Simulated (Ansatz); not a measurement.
## Input and output of a self-consistent single point for Nb3Si (Pm-3m, 4 atoms in the cell) (Ansatz)

Level of theory: LDA (PW92), default PAW files made with PBE (plane waves; Ansatz, a program for electronic structure).

The input file:

Ansatz 0.2 input:
```yaml
# Nb3Si
crystal:
  lattice:
    - [4.096122, 0.000000, 0.000000]
    - [0.000000, 4.096122, 0.000000]
    - [0.000000, 0.000000, 4.096122]
  atoms:
    - { symbol: Nb, position: [0.000000, 0.500000, 0.500000] }
    - { symbol: Nb, position: [0.500000, 0.000000, 0.500000] }
    - { symbol: Nb, position: [0.500000, 0.500000, 0.000000] }
    - { symbol: Si, position: [0.000000, 0.000000, 0.000000] }
basis:
  ecutwfc: 420.0
kpoints:
  mp_grid: { grid: [8, 8, 8] }
hamiltonian:
  xc: lda
  pseudopotentials: { kind: paw }
scf:
  occupations: { method: gaussian, width: 0.1 }
output:
  forces: true
  eigenvalues: true
  stress: true
```

Log, with long lists cut:

```
WARN ansatz: RAYON_NUM_THREADS=1 ignored (pool sized by the plan → 1); use --threads N
Pseudopotentials: kind: paw
Pseudopotential: Nb, paw, valence charge 13
Pseudopotential: Si, paw, valence charge 4
Crystal: 4 atoms, lattice volume = 68.726 Å³
Basis set: ecut = 420 eV, 1357 PW (Γ)
Bands: 26, of which v1, the nominal top of the filled ones, is band 22 counted from 1 (21 counted from 0)
Symmetry: 48 space group operations
Space group: Pm-3m (ITA 221), of the structure as read, at distance tolerance 4.1e-5 Å
k-points: 35 of 512
PAW frozen core: Nb, regenerated for the run's functional, and the local potential with it
PAW frozen core: Si, regenerated for the run's functional, and the local potential with it
Initial density: superposition of atomic densities (neutral atoms: chi_scale 0, normalization atom), corrected by the library's trained network
Initial wavefunctions: pseudopotential atomic-orbital guess
Eigensolver: davidson
Functional: x = slater, c = lda
SCF iter   1: F=—  HF=-13937.327765 eV  |F-HF|=—  |Δ(HF+E_count)|=         —  Δρ=7.02e-3  dr2=2.82e-2  ethr=1.77e-3  ⟨swp⟩=5.1  Hψ=3795  notcnv=0
all-band conjugate gradients solve this SCF's bands
preconditioner: auto → Kerker (q_TF=auto, 2.523 Å⁻¹)
SCF iter   2: F=—  HF=-13937.320862 eV  |F-HF|=—  |Δ(HF+E_count)|=   6.90e-3  Δρ=3.76e-3  dr2=9.14e-3  ethr=6.56e-5  ⟨swp⟩=1.0  Hψ=1190  notcnv=0
SCF iter   3: F=—  HF=-13937.318116 eV  |F-HF|=—  |Δ(HF+E_count)|=   2.75e-3  Δρ=4.33e-4  dr2=1.35e-4  ethr=2.13e-5  ⟨swp⟩=2.1  Hψ=1272  notcnv=0
SCF iter   4: F=—  HF=-13937.318058 eV  |F-HF|=—  |Δ(HF+E_count)|=   5.75e-5  Δρ=6.53e-5  dr2=2.95e-6  ethr=3.14e-7  ⟨swp⟩=2.3  Hψ=1367  notcnv=0
SCF iter   5: F=—  HF=-13937.318057 eV  |F-HF|=—  |Δ(HF+E_count)|=   9.34e-7  Δρ=1.40e-5  dr2=1.01e-7  ethr=6.85e-9  ⟨swp⟩=2.3  Hψ=1238  notcnv=0
SCF iter   6: F=-13937.318057 eV  HF=-13937.318057 eV  |F-HF|=1.16e-9  |Δ(HF+E_count)|=   1.83e-8  Δρ=2.22e-6  dr2=2.35e-9  ethr=2.33e-10  ⟨swp⟩=4.9  Hψ=3160  notcnv=0
SCF 1 converged in 6 iterations: F = -13937.318057 eV  dr2 = 2.35e-9
SCF converged after 6 iterations
Free energy (F): -13937.318057 eV
Harris-Foulkes:  -13937.318057 eV  (|F-HF|=1.16e-9)
Internal energy: -13937.292220 eV  (E = F + TS)
E sigma→0 (E₀):  -13937.305139 eV
Entropy (-TS):   -0.025837 eV (-6.459 meV/atom)
Fermi energy:    16.051231 eV
--- Per-component energies (eV) ---
  E_band       = -236.420087
  E_kinetic    = 1226.077829
  E_local      = -2435.831335  (includes V_loc(G=0)·N_el)
  E_nonlocal   = 399.331211
  E_hartree    = 797.571548
  E_xc         = -578.208760
  E_vxc        = -685.294682  (∫ρ·V_xc dr)
  E_paw        = -9381.604607  (= ΣΔE_a)
  E_vpaw       = -335.846997  (= ΣTr[D̂ρ^β])
  E_aug_tail   = 0.000016  (compensation charges beyond the density's cutoff)
  E_ewald      = -3965.989537
  E_core_change = 1.361414  (= ΣΔE_core)
  E_smearing   = -0.025837  (= −TS)
  E_closure    = 0.000000  (closes the sum)
  Σ components = -13937.318057   (vs F -13937.318057, Δ=0.00e0)
--- Forces (eV/Å), atoms counted from 1 ---
  atom   1  Nb     0.00000000     0.00000000     0.00000000
   [... zero for the other atoms too ...]
  max |Σ_I F_I| component: 1.01e-28 eV/Å
--- Stress (GPa, compression-positive) ---
      -11.958149      -0.000000       0.000000
        0.000000     -11.958149       0.000000
        0.000000       0.000000     -11.958149
  P = ⅓ Tr σ = -11.9581 GPa (-119.581 kbar)
  The stress holds the Pulay correction. Without it, at fixed plane waves, as pw.x and ABINIT print it: P = -11.9822 GPa
--- Band table (eV; the first three rows and the last of 35) ---
  k-point 0: bands = ["-38.4351", "-38.1583", "-38.1583", "-14.9683", "-14.9683", "-14.9683", "-14.3457", "-14.3457", "-14.3457", "-13.9195", "-13.9195", "-13.9195", "6.6271", "11.3177", "12.9760", "12.9760", "13.3101", "13.3101", "13.3101", [...]
  k-point 1: bands = ["-38.4259", "-38.1677", "-38.1581", "-14.9461", "-14.9461", "-14.9355", "-14.3540", "-14.3540", "-14.3498", "-13.9647", "-13.9362", "-13.9362", "6.7777", "11.4791", "12.7651", "13.1689", "13.3276", "13.3276", "13.3867", [...]
  k-point 2: bands = ["-38.4001", "-38.1938", "-38.1578", "-14.8859", "-14.8859", "-14.8407", "-14.3808", "-14.3808", "-14.3598", "-14.0893", "-13.9764", "-13.9764", "7.1972", "11.7728", "12.2610", "13.3240", "13.3240", "13.5972", "13.7100", [...]
  k-point 34: bands = ["-38.2485", "-38.2485", "-38.2485", "-15.2758", "-14.9260", "-14.9260", "-14.9260", "-13.9956", "-13.9956", "-13.9956", "-13.9103", "-13.9103", "7.7975", "12.8850", "12.8850", "12.8850", "14.1685", "14.1685", "14.1685", [...]
```

The run converged in 6 iterations.

The starting cell comes from a database of computed structures (which also holds hypothetical and non-ambient phases and stackings), without a prior relaxation at this level. Its lattice was rescaled by up to half a per cent. Spin polarisation is off. With a pressure of about -12 GPa the cell is away from its equilibrium volume at this level. Ansatz's pressure includes its estimate of the finite-basis (Pulay) stress.
